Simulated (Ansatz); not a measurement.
**Σ57 (227) [1-10] symmetric tilt, annealed from start 1, in Ge (diamond structure)**

Prepared with LAMMPS with Tersoff's 1989 multicomponent potential (SiCGe.tersoff): 40 ps at 1300 K, cooling over 40 ps and minimisation with the cell free along the normal, at the potential's lattice parameter; then scaled to the PBE one. Geometry as solved with PBE, support functions at accuracy medium on the grid of 370 eV in Ansatz (a first-principles code).

Geometry partly relaxed: the largest remaining force component is 0.663 eV/Å.

```xyz
544
Lattice="30.75 0.00 0.00 0.00 16.29 0.00 0.00 0.00 26.50" Properties=species:S:1:pos:R:3 pbc="T T T"
Ge    29.51     0.01     1.95
Ge     5.26     2.13     1.73
Ge     2.83     1.57     1.33
Ge     1.81     2.13     3.56
Ge    13.61     0.82    26.82
Ge    12.24     0.17     2.30
Ge     9.78     0.09     1.73
Ge     8.39     0.10     3.86
Ge     6.00     0.13     3.13
Ge     4.79     0.10     5.38
Ge     2.34     0.16     4.99
Ge     1.06     0.07     7.14
Ge    20.11     2.85    26.73
Ge    19.13     2.20     2.50
Ge    16.67     2.15     1.96
Ge    15.30     2.14     4.12
Ge    12.81     2.12     3.73
Ge    11.40     2.13     5.76
Ge     8.98     2.09     5.24
Ge     7.71     2.10     7.41
Ge     5.34     2.15     6.67
Ge     3.99     2.15     8.84
Ge     1.57     2.16     8.35
Ge     0.26     2.16    10.46
Ge    27.11    15.54     1.78
Ge    25.89     0.02     3.79
Ge    23.69     0.22     2.77
Ge    22.10     0.19     4.68
Ge    19.73     0.09     3.77
Ge    18.31     0.07     5.89
Ge    15.84     0.10     5.45
Ge    14.38     0.12     7.52
Ge    11.98     0.05     6.93
Ge    10.72     0.01     9.05
Ge     8.23     0.07     8.76
Ge     6.85     0.10    10.91
Ge     4.50     0.11    10.17
Ge     3.27     0.11    12.39
Ge     0.80     0.18    11.88
Ge    30.12     0.85    13.82
Ge    30.09     2.10     3.19
Ge    28.91     2.14     5.40
Ge    26.50     2.11     4.96
Ge    24.98     2.16     6.94
Ge    22.59     2.21     6.12
Ge    21.17     2.21     8.17
Ge    18.83     2.12     7.22
Ge    17.32     2.07     9.15
Ge    14.87     2.15     8.87
Ge    13.51     2.13    11.02
Ge    11.14     2.06    10.31
Ge     9.87     1.55    12.37
Ge     7.46     2.09    12.30
Ge     3.88     2.14    14.05
Ge    29.37     0.07     6.68
Ge    27.96     0.11     8.78
Ge    25.48     0.14     8.30
Ge    24.08     0.14    10.36
Ge    21.68     0.18     9.53
Ge    20.03     0.25    11.38
Ge    17.73     0.08    10.50
Ge    16.46     0.50    12.61
Ge    14.04     0.06    12.25
Ge    28.49     2.15    10.13
Ge    27.05     2.14    12.25
Ge    24.57     2.11    11.81
Ge    23.54     1.41    14.05
Ge    19.80     2.31    12.74
Ge    27.73     0.14    13.86
Ge     9.07     2.15    26.64
Ge    16.02     0.13    26.83
Ge    23.97     2.34     1.45
Ge    29.58     4.19     1.93
Ge     6.55     6.20     1.44
Ge     2.43     7.52     1.52
Ge     1.84     6.25     3.64
Ge    13.60     3.44    26.82
Ge    12.30     4.10     2.33
Ge     9.85     4.08     1.88
Ge     8.42     4.11     3.93
Ge     6.10     4.18     3.00
Ge     4.84     4.20     5.29
Ge     2.38     4.18     4.89
Ge     1.09     4.23     7.08
Ge    20.15     5.48    26.71
Ge    19.10     6.16     2.44
Ge    16.60     6.20     1.96
Ge    15.31     6.19     4.15
Ge    12.86     6.19     3.60
Ge    11.42     6.21     5.69
Ge     8.98     6.19     5.21
Ge     7.70     6.21     7.41
Ge     5.31     6.20     6.73
Ge     4.05     6.23     8.95
Ge     1.60     6.22     8.52
Ge     0.20     6.22    10.64
Ge    27.20     4.64     1.71
Ge    25.96     4.20     3.79
Ge    23.67     4.30     2.92
Ge    22.03     4.24     4.77
Ge    19.64     4.21     3.91
Ge    18.26     4.18     5.98
Ge    15.80     4.16     5.49
Ge    14.33     4.17     7.56
Ge    11.91     4.18     7.04
Ge    10.63     4.21     9.19
Ge     8.20     4.16     8.74
Ge     6.91     4.13    10.93
Ge     4.54     4.14    10.22
Ge     3.26     4.15    12.41
Ge     0.78     4.13    11.89
Ge    30.11     3.46    13.83
Ge    30.16     6.24     3.20
Ge    28.81     6.25     5.36
Ge    26.35     6.20     5.13
Ge    24.89     6.21     7.09
Ge    22.53     6.25     6.18
Ge    21.10     6.28     8.20
Ge    18.71     6.18     7.40
Ge    17.17     6.09     9.40
Ge    14.76     6.14     8.99
Ge    13.46     6.05    11.20
Ge    11.06     6.17    10.67
Ge     9.91     5.64    12.89
Ge     7.51     6.06    12.40
Ge     3.87     6.19    14.06
Ge    29.39     4.21     6.66
Ge    27.97     4.19     8.78
Ge    25.46     4.16     8.39
Ge    24.04     4.20    10.50
Ge    21.69     4.28     9.55
Ge    20.06     4.35    11.40
Ge    17.77     3.99    10.59
Ge    17.35     2.88    12.82
Ge    13.27     3.99    12.68
Ge    28.49     6.23    10.11
Ge    27.15     6.23    12.26
Ge    24.65     6.29    11.79
Ge    23.61     6.94    14.03
Ge    19.78     6.42    12.81
Ge    27.71     4.14    13.87
Ge     9.07     6.19     0.64
Ge    16.01     4.13    26.82
Ge    23.86     6.38     1.57
Ge    30.64     8.15     1.63
Ge     5.53    10.32     1.81
Ge     3.12    10.96     1.80
Ge     1.80    10.35     3.81
Ge    13.63     8.97    26.85
Ge    12.34     8.30     2.37
Ge     9.92     8.34     1.88
Ge     8.45     8.27     3.93
Ge     6.11     8.19     3.03
Ge     4.83     8.21     5.32
Ge     2.35     8.24     5.02
Ge     1.10     8.25     7.19
Ge    20.19    11.01    26.77
Ge    19.16    10.34     2.53
Ge    16.69    10.27     2.00
Ge    15.31    10.26     4.16
Ge    12.81    10.27     3.79
Ge    11.44    10.25     5.86
Ge     9.04    10.27     5.29
Ge     7.73    10.28     7.45
Ge     5.36    10.25     6.73
Ge     4.10    10.26     8.97
Ge     1.65    10.28     8.48
Ge     0.26    10.30    10.52
Ge    26.31     7.05     1.44
Ge    25.90     8.14     3.68
Ge    23.51     8.33     3.03
Ge    21.95     8.31     4.91
Ge    19.66     8.22     3.83
Ge    18.25     8.20     5.94
Ge    15.77     8.22     5.52
Ge    14.33     8.18     7.61
Ge    11.91     8.18     7.14
Ge    10.63     8.23     9.33
Ge     8.21     8.23     8.80
Ge     7.09     8.21    11.09
Ge     4.69     8.23    10.34
Ge     3.26     8.26    12.45
Ge     0.79     8.30    11.91
Ge    30.12     8.99    13.83
Ge    30.20    10.20     3.08
Ge    28.95    10.23     5.29
Ge    26.52    10.21     4.89
Ge    25.00    10.29     6.91
Ge    22.58    10.37     6.19
Ge    21.15    10.37     8.22
Ge    18.82    10.27     7.22
Ge    17.29    10.22     9.14
Ge    14.84    10.25     8.86
Ge    13.50    10.29    11.00
Ge    11.05    10.34    10.61
Ge    10.11    11.18    12.80
Ge     7.75    10.29    12.45
Ge     3.92    10.30    14.06
Ge    29.41     8.24     6.70
Ge    27.97     8.28     8.78
Ge    25.49     8.28     8.31
Ge    24.09     8.29    10.36
Ge    21.69     8.32     9.53
Ge    20.04     8.40    11.37
Ge    17.77     8.22    10.46
Ge    16.44     8.63    12.50
Ge    14.00     8.23    12.30
Ge    28.49    10.30    10.14
Ge    27.05    10.29    12.27
Ge    24.57    10.26    11.82
Ge    23.53     9.55    14.05
Ge    19.70    10.46    12.72
Ge    27.72     8.29    13.87
Ge     8.78    10.25    26.88
Ge    16.03     8.28    26.84
Ge    23.38    10.41     1.77
Ge    29.59    12.32     1.93
Ge     5.52    14.29     1.87
Ge     3.13    13.57     1.81
Ge     1.88    14.35     3.79
Ge    13.64    11.59    26.85
Ge    12.30    12.23     2.33
Ge     9.88    12.30     1.73
Ge     8.57    12.29     3.92
Ge     6.22    12.29     3.21
Ge     4.85    12.30     5.40
Ge     2.38    12.35     5.14
Ge     1.06    12.32     7.24
Ge    20.17    13.63    26.72
Ge    19.12    14.31     2.44
Ge    16.62    14.35     1.96
Ge    15.30    14.35     4.12
Ge    12.86    14.35     3.51
Ge    11.46    14.34     5.60
Ge     9.01    14.37     5.19
Ge     7.71    14.35     7.39
Ge     5.32    14.35     6.74
Ge     4.02    14.33     8.92
Ge     1.56    14.36     8.55
Ge     0.19    14.38    10.66
Ge    27.17    12.94     1.82
Ge    25.85    12.29     3.77
Ge    23.55    12.55     2.92
Ge    21.99    12.40     4.84
Ge    19.63    12.36     3.94
Ge    18.24    12.34     5.99
Ge    15.79    12.32     5.48
Ge    14.34    12.31     7.54
Ge    11.93    12.36     7.05
Ge    10.66    12.34     9.21
Ge     8.22    12.34     8.78
Ge     7.05    12.30    11.04
Ge     4.65    12.32    10.28
Ge     3.27    12.33    12.42
Ge     0.80    12.29    11.91
Ge    30.12    11.62    13.84
Ge    30.27    14.32     3.21
Ge    28.87    14.33     5.34
Ge    26.38    14.29     5.11
Ge    24.92    14.35     7.08
Ge    22.58    14.46     6.12
Ge    21.15    14.45     8.16
Ge    18.77    14.36     7.36
Ge    17.22    14.28     9.34
Ge    14.83    14.36     8.83
Ge    13.67    14.22    11.04
Ge    11.23    14.38    10.54
Ge    10.00    15.23    12.58
Ge     7.58    14.44    12.30
Ge     3.92    14.36    14.02
Ge    29.40    12.28     6.65
Ge    27.97    12.31     8.76
Ge    25.46    12.30     8.38
Ge    24.04    12.33    10.49
Ge    21.68    12.45     9.56
Ge    20.04    12.52    11.41
Ge    17.77    12.18    10.54
Ge    17.17    11.10    12.75
Ge    14.48    12.19    12.24
Ge    28.48    14.36    10.10
Ge    27.15    14.37    12.25
Ge    24.65    14.43    11.78
Ge    23.62    15.08    14.03
Ge    19.77    14.57    12.82
Ge    27.71    12.30    13.87
Ge     8.82    14.38    26.73
Ge    16.04    12.28    26.85
Ge    24.19    14.46     1.44
Ge    29.47     0.17    25.92
Ge     6.54     2.14    25.98
Ge     2.22     3.50    26.33
Ge     1.83     2.33    24.07
Ge    12.38     0.17    24.76
Ge     9.98     0.04    25.32
Ge     8.51     0.08    23.29
Ge     6.24     0.13    24.41
Ge     4.85     0.15    22.24
Ge     2.40     0.19    22.85
Ge     0.99     0.13    20.74
Ge    18.89     2.16    24.65
Ge    16.47     2.13    25.16
Ge    15.21     2.13    22.96
Ge    12.74     2.16    23.33
Ge    11.39     2.16    21.25
Ge     8.98     2.15    21.92
Ge     7.61     2.17    19.79
Ge     5.30     2.16    20.80
Ge     3.87     2.15    18.77
Ge     1.48     2.15    19.40
Ge     0.13     2.13    17.35
Ge    26.99     0.57    26.19
Ge    25.49     0.07    24.29
Ge    23.02     0.09    24.87
Ge    21.87     0.08    22.71
Ge    19.48     0.06    23.41
Ge    18.21     0.08    21.23
Ge    15.74     0.10    21.63
Ge    14.45     0.08    19.47
Ge    11.97     0.15    19.87
Ge    10.60     0.28    17.65
Ge     8.14     0.16    18.32
Ge     6.62     0.13    16.22
Ge     4.41     0.13    17.43
Ge     2.95     0.10    15.44
Ge     0.53     0.18    15.89
Ge    30.15     2.16    24.62
Ge    28.65     2.12    22.59
Ge    26.15     2.09    22.97
Ge    24.89     2.13    20.85
Ge    22.47     2.13    21.44
Ge    21.24     2.12    19.31
Ge    18.78     2.03    19.77
Ge    17.50     1.99    17.58
Ge    15.07     2.11    18.19
Ge    13.77     2.23    16.07
Ge    11.26     2.44    16.29
Ge    10.93     3.37    13.72
Ge     6.38     2.15    14.67
Ge    29.29     0.11    21.27
Ge    27.96     0.10    19.14
Ge    25.54     0.06    19.66
Ge    24.32     0.05    17.52
Ge    21.89     0.08    18.09
Ge    20.58     0.04    16.03
Ge    18.14    16.15    16.31
Ge    17.57    15.08    14.05
Ge    13.95     0.16    14.72
Ge    28.43     2.12    17.76
Ge    27.22     2.13    15.55
Ge    24.81     2.06    16.13
Ge    21.20     2.05    14.71
Ge    22.42     2.19    26.08
Ge    30.51     4.12    26.13
Ge     5.46     6.18    25.66
Ge     3.01     5.92    26.09
Ge     1.79     6.34    23.99
Ge    12.30     4.13    24.81
Ge     9.86     4.24    25.33
Ge     8.45     4.22    23.25
Ge     6.19     4.14    24.36
Ge     4.78     4.18    22.20
Ge     2.29     4.29    22.63
Ge     0.92     4.23    20.60
Ge    18.85     6.10    24.65
Ge    16.42     6.20    25.19
Ge    15.26     6.19    22.96
Ge    12.85     6.21    23.55
Ge    11.47     6.21    21.45
Ge     9.01     6.25    21.93
Ge     7.65     6.25    19.79
Ge     5.34     6.22    20.79
Ge     3.90     6.23    18.73
Ge     1.46     6.24    19.23
Ge     0.07     6.23    17.17
Ge    26.15     2.93    26.73
Ge    25.58     3.98    24.47
Ge    23.14     4.14    24.74
Ge    21.83     4.17    22.69
Ge    19.40     4.12    23.22
Ge    18.17     4.10    21.07
Ge    15.74     4.15    21.61
Ge    14.42     4.16    19.48
Ge    11.95     4.22    19.99
Ge    10.61     4.28    17.86
Ge     8.13     4.20    18.37
Ge     6.65     4.18    16.22
Ge     4.43     4.17    17.42
Ge     2.93     4.15    15.46
Ge     0.52     4.11    15.92
Ge    30.16     6.19    24.70
Ge    28.72     6.15    22.64
Ge    26.28     6.09    23.22
Ge    24.98     6.13    21.02
Ge    22.52     6.19    21.45
Ge    21.26     6.21    19.34
Ge    18.83     6.19    19.94
Ge    17.57     6.13    17.82
Ge    15.07     6.20    18.20
Ge    13.64     6.24    16.13
Ge    11.20     6.38    16.67
Ge     9.81     7.23    14.79
Ge     6.38     6.20    14.71
Ge    29.24     4.15    21.24
Ge    27.93     4.15    19.11
Ge    25.49     4.17    19.54
Ge    24.24     4.18    17.36
Ge    21.86     4.17    18.06
Ge    20.69     4.17    15.92
Ge    18.23     4.12    16.50
Ge    16.85     4.61    14.52
Ge    14.45     4.27    14.83
Ge    28.43     6.20    17.79
Ge    27.32     6.21    15.53
Ge    24.89     6.25    16.06
Ge    21.31     6.26    14.68
Ge    22.49     6.13    26.06
Ge    29.45     8.27    25.93
Ge     5.60    10.35    25.68
Ge     3.17    11.06    25.80
Ge     1.78    10.37    23.89
Ge    12.29     8.27    24.86
Ge     9.85     8.25    25.47
Ge     8.44     8.24    23.37
Ge     6.08     8.26    24.31
Ge     4.83     8.29    22.12
Ge     2.40     8.31    22.65
Ge     0.95     8.24    20.64
Ge    18.97    10.29    24.67
Ge    16.55    10.28    25.20
Ge    15.22    10.27    23.02
Ge    12.75    10.29    23.45
Ge    11.44    10.30    21.38
Ge     9.01    10.27    21.96
Ge     7.65    10.32    19.82
Ge     5.32    10.34    20.77
Ge     3.90    10.30    18.73
Ge     1.49    10.30    19.35
Ge     0.13    10.29    17.33
Ge    27.02     8.82    26.27
Ge    25.61     8.26    24.31
Ge    23.12     8.21    24.84
Ge    21.91     8.23    22.71
Ge    19.53     8.20    23.42
Ge    18.24     8.22    21.25
Ge    15.79     8.25    21.68
Ge    14.48     8.23    19.54
Ge    12.04     8.26    20.15
Ge    10.72     8.33    18.08
Ge     8.20     8.29    18.39
Ge     6.76     8.26    16.19
Ge     4.52     8.26    17.41
Ge     2.97     8.25    15.46
Ge     0.55     8.32    15.90
Ge    30.16    10.24    24.58
Ge    28.69    10.26    22.54
Ge    26.19    10.23    22.90
Ge    24.90    10.27    20.81
Ge    22.49    10.28    21.44
Ge    21.24    10.26    19.32
Ge    18.80    10.17    19.79
Ge    17.52    10.12    17.60
Ge    15.08    10.26    18.21
Ge    13.71    10.39    16.14
Ge    11.26    10.30    16.65
Ge    10.91     9.36    14.35
Ge     6.44    10.30    14.68
Ge    29.28     8.20    21.27
Ge    27.95     8.22    19.14
Ge    25.54     8.17    19.68
Ge    24.32     8.18    17.53
Ge    21.89     8.23    18.08
Ge    20.58     8.20    16.02
Ge    18.13     8.01    16.31
Ge    17.58     6.99    14.01
Ge    13.90     8.32    14.78
Ge    28.43    10.26    17.77
Ge    27.21    10.27    15.55
Ge    24.80    10.20    16.12
Ge    21.17    10.20    14.66
Ge    22.53    10.33    26.02
Ge    29.45    12.20    25.90
Ge     5.63    14.33    25.73
Ge     3.17    13.64    25.83
Ge     1.67    14.40    24.04
Ge    12.35    12.30    24.84
Ge     9.95    12.30    25.45
Ge     8.56    12.33    23.31
Ge     6.27    12.35    24.28
Ge     4.80    12.37    22.18
Ge     2.28    12.43    22.60
Ge     0.91    12.37    20.56
Ge    18.84    14.25    24.66
Ge    16.39    14.34    25.19
Ge    15.28    14.34    22.94
Ge    12.86    14.37    23.47
Ge    11.48    14.41    21.33
Ge     9.06    14.36    21.91
Ge     7.66    14.41    19.79
Ge     5.35    14.41    20.81
Ge     3.90    14.39    18.76
Ge     1.46    14.42    19.27
Ge     0.08    14.40    17.19
Ge    27.01    11.57    26.25
Ge    25.64    12.20    24.29
Ge    23.21    12.36    24.78
Ge    21.88    12.31    22.72
Ge    19.45    12.26    23.24
Ge    18.19    12.22    21.10
Ge    15.75    12.28    21.63
Ge    14.44    12.30    19.49
Ge    11.98    12.32    20.02
Ge    10.61    12.37    17.92
Ge     8.13    12.36    18.38
Ge     6.68    12.34    16.22
Ge     4.45    12.35    17.42
Ge     2.95    12.35    15.44
Ge     0.54    12.28    15.93
Ge    29.97    14.34    24.67
Ge    28.68    14.35    22.54
Ge    26.24    14.30    23.08
Ge    24.94    14.30    20.93
Ge    22.51    14.34    21.45
Ge    21.24    14.34    19.35
Ge    18.81    14.33    19.95
Ge    17.58    14.27    17.83
Ge    15.08    14.33    18.17
Ge    13.70    14.39    16.04
Ge    11.24    14.36    16.54
Ge     9.46    14.89    14.96
Ge     6.46    14.40    14.69
Ge    29.24    12.31    21.21
Ge    27.93    12.30    19.09
Ge    25.49    12.31    19.51
Ge    24.23    12.33    17.34
Ge    21.85    12.32    18.06
Ge    20.70    12.30    15.91
Ge    18.25    12.25    16.52
Ge    16.79    12.71    14.60
Ge    14.33    12.38    14.76
Ge    28.43    14.36    17.79
Ge    27.33    14.36    15.53
Ge    24.90    14.40    16.06
Ge    21.32    14.40    14.68
Ge    22.52    14.31    26.16
```
